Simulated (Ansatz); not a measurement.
# Response to strain in TiO2

The parent structure is TiO₂ in the anatase structure (space group I4_1/amd, No. 141; a = 3.739 Å, c = 9.455 Å).

Strains are applied to the cell and any free atomic positions relax.

All numbers come from LDA/PAW in Ansatz (an electronic-structure program), no spin-orbit coupling.

Notes on the quantities. pressure: mean of the normal stresses, compression positive.

```csv
isotropic strain (%),pressure (GPa)
-3,24.2
-2.4,18.5
-1.8,13.3
-1.2,8.5
-0.6,?
0,0.0
```

Q: Fit P = P₀ − Bδ + Cδ² with δ = (1 + ε)³ − 1 to the rows shown and predict the withheld row.

A: Least squares on the printed values gives P₀ = 0.0 GPa, B = 211 GPa (at held cell shape), C = 756 GPa (largest residual 0.1 GPa); this predicts 4.0 GPa, and the run gives 4.1 GPa, in agreement.

Whether these cells are dynamically stable was not tested. The final runs are not spin-polarised.
